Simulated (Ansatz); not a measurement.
Given:

End structure of a constructed model of the (111) surface of fcc Au, a layer of Ni in place of the second plane (bottom of the slab: a bare face, its two planes held):

```xyz
6
Lattice="2.9396 0.0000 0.0000 -1.4698 2.5458 0.0000 0.0000 0.0000 28.0000" Properties=species:S:1:pos:R:3 pbc="T T T"
Au     0.0000     1.6972     8.0716
Au     1.4698     0.8486    10.4717
Au     0.0000     0.0000    12.8658
Au     0.0000     1.6972    15.2709
Ni     1.4698     0.8486    17.3039
Au     0.0000     0.0000    19.3414
```

Model: 6-atom slab, 11.9 Å thick at the start, 15x15x1 mesh, Fermi-Dirac 0.1 eV, dipole correction, 2 atoms held, the rest relaxed; held to the start's symmetry, so lower structures may exist; spin-polarised, ending with about 0.4 μB a cell; orders that need a larger cell were not tried, no spin-orbit, no U. It is one candidate, not shown to be the stable structure of the face.

Problem. Give the work function of the top face at the level Ansatz (a program for electronic structure) with PBE.

Solution. 4.92 eV
